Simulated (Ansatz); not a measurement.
The reference is BN in the rock salt structure (space group Fm-3m, No. 225; a = 3.4827 Å; a hypothetical phase, not in the database extracts checked).

Level of theory: PBEsol (Ansatz, a first-principles code), no spin-orbit coupling.

Carriers are added at fixed cell with a uniform background; the Fermi–Dirac width is that of 300 K.

One change was made to it. Results:

The Fermi level relative to the doped band's edge (positive inside the band; to 0.05 eV) amounts to +0.95 eV; the gap between the host's bands goes up by 0.02 eV (1.29 eV → 1.31 eV); the gap character stays indirect, a point along ⟨110⟩, about 0.8 Å⁻¹ from Γ → X.

Problem. Name the change that was made.
A) holes 7.0×10^21 cm⁻³
B) holes 2.0×10^22 cm⁻³
C) holes 1.0×10^21 cm⁻³
D) electrons 7.0×10^21 cm⁻³
E) electrons 7.0×10^20 cm⁻³

Solution. D, electrons 7.0×10^21 cm⁻³. For comparison, the Fermi level from band edge in the other runs: holes 7.0×10^21 cm⁻³ gives +0.40 eV; holes 2.0×10^22 cm⁻³ gives +0.65 eV; electrons 7.0×10^20 cm⁻³ gives +0.25 eV; holes 1.0×10^21 cm⁻³ gives +0.10 eV.

Charged cell with a jellium background: band edges are those of the host's band count, energies are not comparable with the neutral cell, and many-body gap narrowing is missing. Gaps are read on the SCF mesh and a high-symmetry path. Stability against distortions was not tested.
